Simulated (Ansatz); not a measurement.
MgO (R-3m, No. 166, 16 atoms in the cell; start mp-1180973; a measured phase of this formula has another space group)

Level of theory: r²SCAN+rVV10 (Ansatz, a quantum-chemistry and plane-wave program, plane waves, PAW).

Settings: plane-wave cutoff 560 eV, 14×14×14 k mesh, Fermi–Dirac smearing 0.01 eV, scalar-relativistic PAW data made under PBE.

Cell (relaxed at this level):

```yaml
crystal:
  lattice:
    - [1.47708, 0.85279, 19.70615]
    - [-1.47708, 0.85279, 19.70615]
    - [0.00000, -1.70558, 19.70615]
  atoms:
    - { symbol: Mg, position: [0.37564, 0.37564, 0.37564] }
    - { symbol: Mg, position: [0.62436, 0.62436, 0.62436] }
    - { symbol: Mg, position: [0.79231, 0.79231, 0.79231] }
    - { symbol: Mg, position: [0.20769, 0.20769, 0.20769] }
    - { symbol: Mg, position: [0.91539, 0.91539, 0.91539] }
    - { symbol: Mg, position: [0.08461, 0.08461, 0.08461] }
    - { symbol: Mg, position: [0.50000, 0.50000, 0.50000] }
    - { symbol: Mg, position: [0.00000, 0.00000, 0.00000] }
    - { symbol: O, position: [0.14615, 0.14615, 0.14615] }
    - { symbol: O, position: [0.85385, 0.85385, 0.85385] }
    - { symbol: O, position: [0.43846, 0.43846, 0.43846] }
    - { symbol: O, position: [0.56154, 0.56154, 0.56154] }
    - { symbol: O, position: [0.31288, 0.31288, 0.31288] }
    - { symbol: O, position: [0.68712, 0.68712, 0.68712] }
    - { symbol: O, position: [0.26918, 0.26918, 0.26918] }
    - { symbol: O, position: [0.73082, 0.73082, 0.73082] }
```

| Property | Result |
|---|---|
| band gap | 5.00 eV |
| smallest direct gap on the k points sampled | 5.01 eV |

A start named mp-… is a Materials Project structure, which need not be a measured phase.
